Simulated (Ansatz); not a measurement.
An Ansatz (a first-principles code) input (r2SCAN in Ansatz (plane waves to 500 eV, PAW, spin-orbit coupling left out)):

Ansatz 0.2 input:
```yaml
crystal:
  lattice:
    - [0, 2.1454929246, 2.1454929246]
    - [2.1454929246, 0, 2.1454929246]
    - [2.1454929246, 2.1454929246, 0]
  atoms:
    - { symbol: Si, position: [0, 0, 0] }
    - { symbol: C, position: [0.25, 0.25, 0.25] }
basis: { ecutwfc: 500, ecutrho_ratio: 4, xc_grid: 4, fft_grid_basis: typed }
kpoints: { mp_grid: { grid: [13, 13, 13] } }
hamiltonian:
  xc: r2scan
  dispersion: none
  pseudopotentials: { kind: paw }
scf: { occupations: { method: fermi_dirac, width: 0.05 }, convergence: { dr2_threshold: 0.0000000002 } }
relax: { f_tol: 0.005, max_steps: 50 }
output: { forces: true, stress: true }
checkpoint: { write: state.ck, write_every: 1000 }
```

Question: Which symmetry and how many k-points will the program report, and about how many plane waves at Γ?

Answer: Space group F-43m (ITA 216) with 24 operations, k-points 84 of 2197, and 531 plane waves at Γ.

Question: And the final pressure?

Answer: 11.25 GPa (compression positive).

The cells carry an imposed strain or load. Whether these cells are dynamically stable was not tested. The cell was made from SiC in the zinc blende structure (space group F-43m, No. 216) by this change: isotropic strain −1.50 %.
